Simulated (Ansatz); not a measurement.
## How far PBE and PBEsol part for hypothetical cubic perovskite NaCdI3, isotropic strain +0.55 %

Start from NaCdI3 in the cubic perovskite structure (space group Pm-3m, No. 221; a = 5.9623 Å; a hypothetical phase, not in the database extracts checked).

(Cell as relaxed with PBE.)

Levels (all Ansatz, a quantum-chemistry and plane-wave program, PAW): PBE (420 eV, no spin-orbit coupling); PBEsol (420 eV, no SOC).

Each level relaxes its own structure.

```json
[
 {"base": "volume per atom", "PBE": "42.39 Å³", "PBEsol": "39.78 Å³"},
 {"base": "lattice parameter a", "PBE": "5.962 Å", "PBEsol": "5.837 Å"},
 {"base": "band gap", "PBE": "zero", "PBEsol": "zero"}
]
```

Modification: an isotropic linear strain of +0.55 %, atoms relaxed at fixed cell.

```csv
quantity,PBE,PBEsol
energy relative to the base (free energy F),+0.7 meV/atom,…
pressure,-0.3 GPa,…
band gap,zero,…
```

### Question
Predict the PBEsol column.

### Answer

- energy relative to the base (free energy F), PBEsol: +0.8 meV/atom
- pressure, PBEsol: -0.4 GPa
- band gap, PBEsol: zero

The two agree on the band gap. Neither level is exact; PBEsol is the comparison here, not a measurement.

Spin-orbit coupling, missing from the scalar runs, can matter with I. No phonon test of stability was made. The final runs are not spin-polarised. Many cubic perovskites are stable only at high temperature; tilts and polar distortions were not tested. The zero or small gap of NaCdI3 can change with the level of theory.
